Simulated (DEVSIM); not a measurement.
System: abrupt Ge n-p junction, at 250 K.

Layer 1 from the left is Ge, thickness (μm) 2.40, Nd (cm⁻³) 2.4e17, τn (s) 5.3e-7, τp (s) 5.3e-7. Layer 2 from the left is Ge, thickness (μm) 0.930, Na (cm⁻³) 3.4e17, τn (s) 5.3e-7, τp (s) 5.3e-7.

Left contact: ohmic. Right contact: ohmic. Voltage is applied to the left contact. Recombination: SRH at mid-gap, Auger. Mobility is constant in doping.

Constants are typed, rounded textbook-type inputs, not results; the design itself was drawn at random and stands for no fabricated device. Values at 300 K; Nc and Nv go as T^1.5, mobilities as T to minus their exponent, the gap by Varshni's rule with the affinity fixed.

Ge: gap (eV) 0.664, affinity (eV) 4, permittivity 16, Nc (cm⁻³) 1.04e19, Nv (cm⁻³) 6e18, μn (cm²/Vs) 3900, μp (cm²/Vs) 1900, T exponent of μn 1.66, T exponent of μp 2.33, Cn (cm⁶/s) 1e-31, Cp (cm⁶/s) 1e-31, Varshni α (eV/K) 0.000477, Varshni β (K) 235.

Model (solved in DEVSIM): 1D drift-diffusion, Boltzmann statistics, complete ionisation; no tunnelling, impact ionisation, image-force lowering or self-heating.

### Question
What does the simulation give for the dark forward voltage at 100 A/cm², the dark forward voltage at 1 A/cm², the potential step across the device at zero bias, the largest field in the device at zero bias?

### Answer
dark forward voltage at 100 A/cm² 0.413 V; dark forward voltage at 1 A/cm² 0.314 V; potential step across the device at zero bias 0.552 V; largest field in the device at zero bias 130000 V/cm.
